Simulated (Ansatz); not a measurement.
The reference is Au in the fcc (Cu type) structure (space group Fm-3m, No. 225; relaxed with 0.1 eV smearing).

```yaml
crystal:
  lattice:
    - [0.00000, 2.06226, 2.06226]
    - [2.06226, 0.00000, 2.06226]
    - [2.06226, 2.06226, 0.00000]
  atoms:
    - { symbol: Au, position: [0.00000, 0.00000, 0.00000] }
```

Cartesian axes are those of the cell as printed.

Level of theory: Kohn–Sham DFT with the r2SCAN functional, run in Ansatz (a first-principles code) with PAW and 500 eV plane waves, spin-orbit coupling left out.

Modification: compressive biaxial strain of 3.74 % in the plane normal to [001], as in epitaxy on a mismatched substrate; the out-of-plane cell vector and the atoms relax.

Predict the new out-of-plane strain.

The out-of-plane strain amounts to +6.50 %.

What does the calculation give for the in-plane stress after the change?

The mean in-plane stress (compression positive) comes out as +4.1 GPa.

Stability against distortions was not tested.
